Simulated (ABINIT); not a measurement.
ABINIT run on BaTiO₃ (P4mm, 5 atoms in the cell): self-consistent single point.

Method of the run: PBE, norm-conserving pseudopotentials (PseudoDojo nc-sr-05 PBE standard) (plane waves; ABINIT).

```
CELL_PARAMETERS angstrom
      3.99000     0.00000     0.00000
      0.00000     3.99000     0.00000
      0.00000     0.00000     4.04000
ATOMIC_POSITIONS crystal
  Ba 0.00000 0.00000 0.00000
  Ti 0.50000 0.50000 0.51300
  O  0.50000 0.50000 0.97700
  O  0.00000 0.50000 0.48700
  O  0.50000 0.00000 0.48700
```

Reference input (self-consistent single point, DFT, PBE, plane waves, norm-conserving pseudopotentials (PseudoDojo nc-sr-05 PBE standard)): pseudos = [Ba.upf, Ti.upf, O.upf]; ecut = 42 Ha; occopt = 3; tsmear = 0.00183747 Ha; ngkpt = 7 7 7; nshiftk = 1; shiftk = 0 0 0; potentials = PseudoDojo nc-sr-05 PBE standard; nband = 27; kptopt = 1; nstep = 100; tolvrs = 1e-10. This run's input differs from it in these lines:

```diff
@@ -23,3 +23,3 @@
 kptopt 1
-ngkpt 7 7 7
+ngkpt 5 5 5
 nshiftk 1
```

Output, abridged:

```
--- !BeginCycle
solver: {iscf: 7, nstep: 100, nline: 4, wfoptalg: 0, }
tolerances: {tolvrs: 1.00E-10, }
...

     iter   Etot(hartree)      deltaE(h)  residm     vres2
 ETOT  1  -136.62730274236    -1.366E+02 1.113E-01 2.129E+03
 ETOT  2  -126.47610450196     1.015E+01 7.664E-02 4.070E+04
 ETOT  3  -137.20164550916    -1.073E+01 3.337E-02 6.196E+02
 ETOT  4  -137.22364244559    -2.200E-02 2.525E-02 3.804E+02
 ETOT  5  -137.27767569826    -5.403E-02 1.199E-02 1.084E+02
   [... 7 lines left out ...]
 ETOT 13  -137.29850180472    -1.825E-09 1.560E-04 2.605E-07
 ETOT 14  -137.29850180477    -5.448E-11 1.371E-04 2.108E-09
 ETOT 15  -137.29850180478    -1.143E-11 3.409E-05 2.168E-10
 ETOT 16  -137.29850180478     3.951E-12 4.183E-05 9.132E-12
 At SCF step   16       vres2   =  9.13E-12 < tolvrs=  1.00E-10 =>converged.

 Cartesian components of stress tensor (hartree/bohr^3)
  sigma(1 1)= -7.68949920E-05  sigma(3 2)=  0.00000000E+00
  sigma(2 2)= -7.68949920E-05  sigma(3 1)=  0.00000000E+00
  sigma(3 3)= -8.60215765E-05  sigma(2 1)=  0.00000000E+00

 ----iterations are completed or convergence reached----

 reduced coordinates (array xred) for    5 atoms
       0.000000000000      0.000000000000      0.000000000000
       0.500000000000      0.500000000000      0.513000000000
       0.500000000000      0.500000000000      0.977000000000
       0.000000000000      0.500000000000      0.487000000000
       0.500000000000      0.000000000000      0.487000000000
 cartesian forces (eV/Angstrom) at end:
    1     -0.00000000000000    -0.00000000000000     0.01145985422793
   [... lines left out ...]
 Fermi (or HOMO) energy (hartree) =   0.28429   Average Vxc (hartree)=  -0.41987
 Fermi (or HOMO) energy (eV) =   7.73606   Average Vxc (eV)= -11.42532
   [... lines left out ...]
total_energy        : -1.37298501804779E+02
total_energy_eV     : -3.73608223601275E+03
band_energy         : -1.03321562827814E+01
...

-Cartesian components of stress tensor (GPa)         [Pressure=  2.3518E+00 GPa]
- sigma(1 1)= -2.26232839E+00  sigma(3 2)=  0.00000000E+00
- sigma(2 2)= -2.26232839E+00  sigma(3 1)=  0.00000000E+00
- sigma(3 3)= -2.53084173E+00  sigma(2 1)=  0.00000000E+00

 Calculation completed.
```

The run converged in 16 iterations. Against the reference run the free energy stays essentially unchanged (within 1 meV/atom), the pressure stays at 2.35 GPa, the largest force goes from 0.183 to 0.199 eV/Å and the gap on the mesh goes from 1.958 to 2.015 eV.

The starting cell has typed, rounded lattice constants, without a prior relaxation at this level.

Cost on one core of a shared machine: roughly 4 min.
